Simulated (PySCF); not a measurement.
PySCF 2.14.0, HF/def2-svpd, df: W(O)(Cl)4 ([O]=[W]([Cl])([Cl])([Cl])[Cl]), 6 atoms. The geometry is a generated start, not checked to be a minimum at this level.

* **task**: energy
* **method**: hf
* **basis**: def2-svpd
* **two-electron scheme**: density fitting
* **mol.max_memory**: 3000 MB
* **mf.max_cycle**: 100
* **mf.init_guess**: minao (default)
* **mf.DIIS**: CDIIS (default)
* **mf.diis_space**: 8 (default)
* **mf.conv_tol**: 1e-09 (default)
* **effective core potentials**: those of the basis set, past Kr
* **basis functions**: 166

```xyz
6

W      0.1164    -0.0385    -0.0637
O      1.5302    -0.4845    -0.8341
Cl     0.4122    -0.5310     2.1293
Cl    -1.2290     0.7886    -1.6878
Cl    -1.2372    -1.8554    -0.1058
Cl     0.4074     2.1207     0.5622
```

Charge 0 and multiplicity 1 are set for this test and not shown to be the ground state.

One run each on 2 threads, 1 BLAS thread. Values of level_shift (Hartree) tried: 0 (default), 0.1, 0.3, 1.

Question: Which value of level_shift (Hartree) needs the fewest Fock builds, and what happens away from it?

Answer: Fewest Fock builds: 0 (default) with 13. The count rises to 26 at 1. All converge to one solution.

| level_shift (Hartree) | Fock builds | end |
|---|---|---|
| 0 (default) | 13 | same solution |
| 0.1 | 15 | same solution |
| 0.3 | 17 | same solution |
| 1 | 26 | same solution |
